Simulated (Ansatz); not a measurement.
Structures of equal composition on the (0001) surface of hcp Zr: clean 1x1; top plane shifted to the other hollow. The slabs share one bottom face, and each structure is named by its start. These are constructed structures in small cells; real faces may alloy, dewet or reconstruct in larger ones, and not all known structures of the face are among them. Slabs of about 13 Å with all that they carry, Fermi-Dirac smearing of 0.1 eV. Bottom of the slabs: a bare face, its two planes held. Relaxed from the named starts with such symmetry as they have, on meshes of like density; energies extrapolated to zero smearing; no spin-orbit coupling, no U. Spin-polarised runs, if any, are marked in brackets, and their order is one that fits the cell; the others ran without spin.

Calculation: PBE (plane waves to 420 eV, PAW; Ansatz, a first-principles code).

Problem. Rank these by energy per 1x1 cell (lowest first), as PBE gives it.

Solution. clean 1x1 (0.000 eV), top plane shifted to the other hollow (0.044 eV)
